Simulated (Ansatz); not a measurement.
## TiB2: uniaxial strain ε_zz = −1.00 %

Take TiB2 (space group P6/mmm, No. 191; a = 3.032 Å, c = 3.224 Å; relaxed with 0.1 eV smearing) as the base. Axes: x lies along a and z along c of the hexagonal cell.

Now apply this change: uniaxial strain ε_zz = −1.00 %, all other strain components held at zero, atoms relaxed at fixed cell.

Method: PBE (Ansatz, an electronic-structure program; PAW; 420 eV plane waves; scalar-relativistic without spin-orbit coupling). k-mesh 22×22×18 (Γ-centred); smearing 0.1 eV (Fermi–Dirac).

The volume per atom shrinks by 0.09 Å³, from 8.56 Å³ to 8.47 Å³ and the space group is still P6/mmm (No. 191). The shortest interatomic distance remains 1.751 Å and the energy goes up by 1.2 meV/atom. The pressure (mean of the normal stresses, compression positive) goes from zero to 2.3 GPa and the band gap stays zero. The stress (xx, yy, zz, yz, xz, xy; compression positive) comes out as (1.1, 1.1, 4.7, 0.0, 0.0, 0.0) GPa.

Cost of the whole job for the changed cell (relaxation, final SCF and bands): around 18 core-seconds (rough).

Stability against distortions was not tested. The final runs are not spin-polarised.
